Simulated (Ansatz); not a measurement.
# Ca, response to strain

The parent structure is Ca (space group I4/mmm, No. 139; a cell from a computed database, its experimental status unchecked; relaxed with 0.1 eV smearing).

```
CELL_PARAMETERS angstrom
     -2.16523     2.16523     2.15937
      2.16523    -2.16523     2.15937
      2.16523     2.16523    -2.15937
ATOMIC_POSITIONS crystal
  Ca 0.50000 0.50000 0.00000
```

Cartesian axes are those of the cell as printed.

Strains are applied to the cell and any free atomic positions relax; under biaxial strain the out-of-plane vector relaxes too.

Method: Ansatz (a quantum-chemistry and plane-wave program), PBEsol, PAW, cutoff 420 eV, scalar-relativistic without spin-orbit coupling.

Candidates:
(a) tensor shear ε_yz = +3.25 %
(b) uniaxial strain ε_yy = +5.77 %
(c) biaxial strain −0.99 %, plane normal [001], relaxed out of plane

Notes on the quantities. energy relative to the base: free energy F.

Task: Order them by energy relative to the base, highest first.

Result: (a) tensor shear ε_yz = +3.25 % (+8.5 meV/atom), (b) uniaxial strain ε_yy = +5.77 % (+6.6 meV/atom), (c) biaxial strain −0.99 %, plane normal [001], relaxed out of plane (0.0 meV/atom)

No phonon test of stability was made. This is not the structure that Ca has at room temperature and ambient pressure.
